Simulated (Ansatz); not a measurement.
Input:

```xyz
10
Lattice="5.0753 0.0000 0.0000 2.5377 4.3954 0.0000 2.5377 -1.4651 4.4333" Properties=species:S:1:pos:R:3 pbc="T T T"
Ga     7.6130     1.4651     4.1232
Ga     5.0753     0.0000     1.9065
Ga     2.5377     1.4651     0.3101
Ga     5.0753     2.9303     2.5267
O      4.3078     1.6009     1.1083
O      6.6104     2.9303     1.1083
O      5.8429     1.3294     3.3250
O      8.3805     3.0660     3.3250
O      3.5403     0.0000     3.3250
O      1.7701    -0.1357     1.1083
```

No spin polarisation.

Calculations: Ansatz (a quantum-chemistry and plane-wave program), PBEsol, PAW, cutoff 420 eV, spin-orbit coupling left out. Settings: 8×8×8 k-points, 0.05 eV Fermi–Dirac smearing.

Q: Predict the space group, electron mass and in-plane stress.

A: The space group is R-3c (No. 167) and the electron mass is 0.21 mₑ (at Γ). The mean in-plane stress (compression positive) comes out as -6.6 GPa.

The levels and masses belong to the bands next to the band gap. The cells carry an imposed strain or load. Effective masses come from finite differences of ±0.01 Å⁻¹. Stability against distortions was not tested. The cell was made from Ga2O3 in the corundum structure (space group R-3c, No. 167) by this change: biaxial strain +1.50 %, plane normal [001], relaxed out of plane.
